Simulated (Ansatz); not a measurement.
The parent structure is InSb in the zinc blende structure (space group F-43m, No. 216; a = 6.4497 Å). Axes: x, y, z lie along the cube axes.

All numbers come from LDA, PAW, 420 eV (Ansatz, a program for electronic structure; without spin-orbit coupling).

For the base:

```
Property           Result
---------------  --------
Pressure          0.0 GPa
Volume per atom  33.54 Å³
```

Perturbation: biaxial strain +3.00 %, plane normal [001], relaxed out of plane (Cartesian); in-plane vectors clamped, the third vector and the atoms free.

### Question
Estimate the effect on the energy relative to the base, pressure and volume per atom.

### Answer
The energy rises by 11 meV/atom; the pressure (mean of the normal stresses, compression positive) goes from zero to -1.1 GPa; the volume per atom increases by 0.83 Å³, from 33.54 Å³ to 34.37 Å³.

Stability against distortions was not tested. The final runs are not spin-polarised.
